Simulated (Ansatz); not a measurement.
The starting structures come from a database of crystals and need not be the phases stable at ambient conditions.

By PBEsol, the system below comes out a metal.

Input:

```
BiPd
1.0
    5.76525     0.00000     0.00000
   -1.15352     5.64867     0.00000
    0.00000     0.00000    10.79937
Bi Pd
8 8
Direct
  0.85343   0.39251   0.72073
  0.14657   0.60749   0.22073
  0.39251   0.85343   0.72073
  0.60749   0.14657   0.22073
  0.12272   0.12272   0.00634
  0.87728   0.87728   0.50634
  0.36703   0.36703   0.50132
  0.63297   0.63297   0.00132
  0.09063   0.09063   0.27888
  0.90937   0.90937   0.77888
  0.33218   0.33218   0.77200
  0.66782   0.66782   0.27200
  0.62326   0.13206   0.94400
  0.37674   0.86794   0.44400
  0.13206   0.62326   0.94400
  0.86794   0.37674   0.44400
```

Space group of this cell: Cmc2_1. The cell is taken as given; by PBEsol its mean pressure is -5.2 GPa.

The current flows along the normal of the first two printed cell vectors. No spin-orbit coupling; the value is a mean over 0.1 eV about the Fermi level.

State the ballistic conductance per area according to PBEsol (Ansatz, an electronic-structure program).

0.47 × 10¹⁵ S/m² for both spins.
